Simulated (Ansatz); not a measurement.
```
ZnO
1.0
    3.22997     0.00000     0.00000
   -1.61498     2.79723     0.00000
    0.00000     0.00000     5.21435
Zn O
2 2
Cartesian
  1.61498   0.93241   2.61072
  0.00000   1.86482   0.00354
  1.61498   0.93241   4.58671
  0.00000   1.86482   1.97953
```

Computed with PBEsol with spin-orbit coupling, rigid bands (plane waves, PAW; Ansatz, an electronic-structure program). Geometry: cell and atoms relaxed with PBEsol.

Question: What conductivity effective mass do dilute electrons have at 300 K?

Answer: 0.153 mₑ.

Question: Predict the hole conductivity mass (n e² τ/σ) at 300 K, by direction if it differs.

Answer: 1.85 (x), 1.85 (y), 2.8 (z) mₑ.

Question: And the band gap?

Answer: 0.69 eV at this level; semilocal functionals usually fall short of the measured gap.

Rigid bands, one relaxation time for all states, no polarons.
